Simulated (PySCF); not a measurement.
PySCF 2.14.0, WB97X/def2-svp, df: Sb(F)5 ([F][Sb]([F])([F])([F])[F]), 6 atoms. The geometry is a generated start, not checked to be a minimum at this level.

```
Property                                             Value
-------------------------  -------------------------------
task                                                energy
method                                               wb97x
basis                                             def2-svp
two-electron scheme                        density fitting
mol.max_memory                                     3000 MB
mf.max_cycle                                           100
mf.conv_tol                                1e-09 (default)
mf.grids.level                                 3 (default)
effective core potentials  those of the basis set, past Kr
basis functions                                         96
grid points                                          93272
```

```xyz
6

Sb    -0.0006     0.0006     0.0026
F      1.2717    -0.7726     1.1694
F     -1.2782     0.7800    -1.1565
F      0.2571     1.6885     0.8471
F      1.0718    -0.4779    -1.4951
F     -1.3219    -1.2186     0.6326
```

With the defaults (mf.diis = true, mf.level_shift = 0, mf.diis_space = 8, mf.damp = 0, mf.diis_start_cycle = 1, mf.init_guess = minao, mf.DIIS = CDIIS) it converges in 12 Fock builds. One run each on 2 threads, 1 BLAS thread, with these changes:
- mf.init_guess = 1e
- mf.level_shift = 0.1 Hartree
- mf.damp = 0.3, mf.diis_start_cycle = 4
- mf.DIIS = ADIIS
- mf.diis_space = 12
- mf.damp = 0.7, mf.diis_start_cycle = 8
- mf.diis = false
- mf.diis_space = 5
- mf.diis = false, mf.damp = 0.7, mf.diis_start_cycle = 999

Task: Which runs fail or end elsewhere than the default run?

Result: No convergence: mf.diis = false (the run ends without SCF convergence in 100 cycles). The rest reach the solution of the defaults.

```csv
setting,Fock builds,end
the defaults,12,same solution
mf.diis_space = 5,12,same solution
mf.diis_space = 12,12,same solution
"mf.damp = 0.3, mf.diis_start_cycle = 4",12,same solution
mf.level_shift = 0.1 Hartree,13,same solution
"mf.damp = 0.7, mf.diis_start_cycle = 8",16,same solution
mf.DIIS = ADIIS,17,same solution
mf.init_guess = 1e,18,same solution
"mf.diis = false, mf.damp = 0.7, mf.diis_start_cycle = 999",37,same solution
mf.diis = false,101,no convergence
```
